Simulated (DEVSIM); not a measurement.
Device: Pd/Al2O3/SiO2/p-Si capacitor, at 250 K.

```
layer (left to right)  material  thickness (nm)  Na (cm⁻³)
---------------------  --------  --------------  ---------
1                         Al2O3            9.50          -
2                          SiO2            1.20          -
3                            Si             470     1.5e18
```

Metal gate on the left, work function 5.2 eV. Fixed charge at the semiconductor interface 0 cm⁻² (in units of +e); no interface traps.

The device is made up for the run: typed textbook-type constants, with dimensions and the other settings drawn at random. Values at 300 K; Nc and Nv go as T^1.5, mobilities as T to minus their exponent, the gap by Varshni's rule with the affinity fixed.

| parameter | Al2O3 | SiO2 | Si |
|---|---|---|---|
| gap (eV) | 6.8 | 9 | 1.124 |
| affinity (eV) | 1.35 | 0.9 | 4.05 |
| permittivity | 9 | 3.9 | 11.7 |
| Nc (cm⁻³) | - | - | 2.86e19 |
| Nv (cm⁻³) | - | - | 3.1e19 |
| Varshni α (eV/K) | - | - | 0.000473 |
| Varshni β (K) | - | - | 636 |

Model (solved in DEVSIM): 1D Poisson equation in equilibrium, Boltzmann statistics, complete ionisation; no quantum confinement or tunnelling. Metal contacts follow the ideal Schottky-Mott rule: no Fermi-level pinning, no interface dipoles.

Q: Tabulate band edges, carrier densities and field at 1.2 V on the gate.

A: Energies count from the Fermi level of the right contact; mesh points crowd at the junctions.

```csv
x (μm),Ec (eV),Ev (eV),n (cm⁻³),p (cm⁻³),field (V/cm)
0.000,2.650,-4.150,< 1e2,< 1e2,570000
0.001030,2.708,-4.092,< 1e2,< 1e2,570000
0.002853,2.812,-3.988,< 1e2,< 1e2,570000
0.005503,2.962,-3.838,< 1e2,< 1e2,570000
0.008331,3.123,-3.677,< 1e2,< 1e2,570000
0.009416,3.184,-3.616,< 1e2,< 1e2,570000
0.01002,3.708,-5.293,< 1e2,< 1e2,1300000
0.01082,0.651,-0.486,1700000,3.8e9,430000
0.01207,0.703,-0.434,150000,4.3e10,400000
0.01468,0.800,-0.336,1600,4.0e12,340000
0.01963,0.942,-0.194,< 1e2,2.9e15,230000
0.03464,1.074,-0.062,< 1e2,1.3e18,8400
0.06051,1.077,-0.059,< 1e2,1.5e18,≈ 0
0.1096,1.077,-0.059,< 1e2,1.5e18,≈ 0
0.2535,1.077,-0.059,< 1e2,1.5e18,≈ 0
0.3694,1.077,-0.059,< 1e2,1.5e18,≈ 0
0.4246,1.077,-0.059,< 1e2,1.5e18,≈ 0
0.4537,1.077,-0.059,< 1e2,1.5e18,≈ 0
0.4705,1.077,-0.059,< 1e2,1.5e18,≈ 0
0.4761,1.077,-0.059,< 1e2,1.5e18,≈ 0
0.4790,1.077,-0.059,< 1e2,1.5e18,≈ 0
0.4807,1.077,-0.059,< 1e2,1.5e18,≈ 0
```
